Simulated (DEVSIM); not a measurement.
System: illuminated Si n-on-p cell, one wavelength, with a back-surface field, at 250 K.

| layer (left to right) | material | thickness (μm) | Nd (cm⁻³) | Na (cm⁻³) | τn (s) | τp (s) | absorption coefficient (cm⁻¹) |
|---|---|---|---|---|---|---|---|
| 1 | Si | 0.270 | 1.1e18 | - | 1.8e-6 | 5.4e-8 | 320 |
| 2 | Si | 46.0 | - | 1.5e17 | 3.6e-6 | 3.6e-6 | 320 |
| 3 | Si | 1.30 | - | 1.1e18 | 3.6e-6 | 3.6e-6 | 320 |

Left contact: ohmic, minority hole recombination velocity 5e5 cm/s. Right contact: ohmic, minority electron recombination velocity 40 cm/s. Voltage is applied to the left contact. Recombination: SRH at mid-gap, radiative, Auger. Gap narrowing is on: ΔEg = 6.92 meV × (l + √(l² + 0.5)), l = ln(N/1.3e17 cm⁻³), shared equally by both band edges. Light enters at the left, 2e17 photons cm⁻² s⁻¹, one pass, no reflection. Mobility is μmin + (μ − μmin)/(1 + (N/Nref)^α).

The device is made up for the run: typed textbook-type constants, with dimensions and the other settings drawn at random. Values at 300 K; Nc and Nv go as T^1.5, mobilities as T to minus their exponent, the gap by Varshni's rule with the affinity fixed.

| parameter | Si |
|---|---|
| gap (eV) | 1.124 |
| affinity (eV) | 4.05 |
| permittivity | 11.7 |
| Nc (cm⁻³) | 2.86e19 |
| Nv (cm⁻³) | 3.1e19 |
| μn (cm²/Vs) | 1417 |
| μp (cm²/Vs) | 470 |
| μn,min | 52 |
| μp,min | 45 |
| Nref,n | 9.7e16 |
| Nref,p | 2.2e17 |
| αn | 0.68 |
| αp | 0.72 |
| T exponent of μn | 2.3 |
| T exponent of μp | 2.2 |
| B (cm³/s) | 4.7e-15 |
| Cn (cm⁶/s) | 2.8e-31 |
| Cp (cm⁶/s) | 9.9e-32 |
| Varshni α (eV/K) | 0.000473 |
| Varshni β (K) | 636 |

DEVSIM, 1D drift-diffusion, Boltzmann statistics, complete ionisation; no tunnelling, impact ionisation, image-force lowering or self-heating.

The doping Na of layer 2 was swept, all else fixed.

```csv
doping Na of layer 2 (cm^-3),short-circuit current (mA/cm²),largest power (mW/cm²),share of generated pairs collected at short circuit,dark forward voltage at 100 A/cm² (V)
4.5e15,24.1,13.9,0.961,0.914
1.5e16,23.9,13.9,0.956,0.914
4.5e16,23.7,13.8,0.946,0.911
1.5e17,23.1,13.5,0.923,0.898
4.5e17,22.0,12.8,0.879,0.884
1.5e18,18.4,10.6,0.733,0.873
4.5e18,9.88,5.58,0.394,0.867
```

From the first row to the last the short-circuit current goes from 24.1 to 9.88. From the first row to the last the largest power goes from 13.9 to 5.58.
